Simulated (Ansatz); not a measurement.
Functionals compared on a constructed model of the (111) surface of fcc Pt, a pseudomorphic layer of Os in the host's stacking (bottom of the slab: a bare face, its two planes held), in Ansatz (plane waves, PAW). The structure was relaxed with PBE; the other rows are single points on it. Cutoff 420 eV (500 eV for r2SCAN).

Set-up: 7 atoms, 13.9 Å thick at the start; mesh 15x15x1; 0.1 eV smearing; dipole correction on; 2 atoms held, the rest relaxed; symmetry of the start imposed; no spin, no spin-orbit, no U. It is one candidate, not shown to be the stable structure of the face. These notes are the PBE run's.

| functional | work function of the top face (eV) | rough cost of the single point |
|---|---|---|
| PBE | 5.53 | – |
| RPBE | ? | roughly 30 core-seconds |
| r2SCAN | 5.61 | roughly 50 core-seconds |

Fill in the missing entries.


- RPBE, work function of the top face (eV): 5.39

Ansatz is a quantum-chemistry and plane-wave program.
